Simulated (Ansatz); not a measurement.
System: Ir vacancy in fcc Ir (neutral cell). The step: a nearby Ir atom hops onto the vacant site; the atom moves 2.71 Å along (0.00, 0.49, -0.50) of the unit cell; the moving atom starts with neighbours 4 Ir at 2.72, 2 Ir at 2.74, 5 Ir at 2.75 Å and ends with 4 Ir at 2.72, 6 Ir at 2.74, Ir at 2.75 Å. DFT values are from Ansatz (plane-wave PAW, 420 eV unless said) in a cell of 32 host sites, spin-restricted, static, with no finite-size correction. Forms of the defect that were not tried may lie lower. For the PBE band: the saddle point's order was not checked, and it lies on a symmetry element of the cell, where a band can be held.

| Level | Forward barrier (eV) | Cost of the band or of the saddle's single point |
|---|---|---|
| CHGNet universal potential (has no charge state), its own band | 0.73 | - |
| PBE, a 3×3×3 k-point mesh shifted by half a step, band relaxed | 2.67 | around 50 core-minutes (rough) |
| PBE, a 5×5×5 k-point mesh shifted by half a step, same geometries | 2.69 | very roughly 10 core-minutes |
| r2SCAN at 500 eV, a 3×3×3 k-point mesh shifted by half a step, same geometries | ? | about 6 core-minutes (a rough figure) |

Question: Complete the blanks.

Answer: 
- r2SCAN at 500 eV, a 3×3×3 k-point mesh shifted by half a step, same geometries, Forward barrier (eV): 2.66

Ansatz is an electronic-structure program.
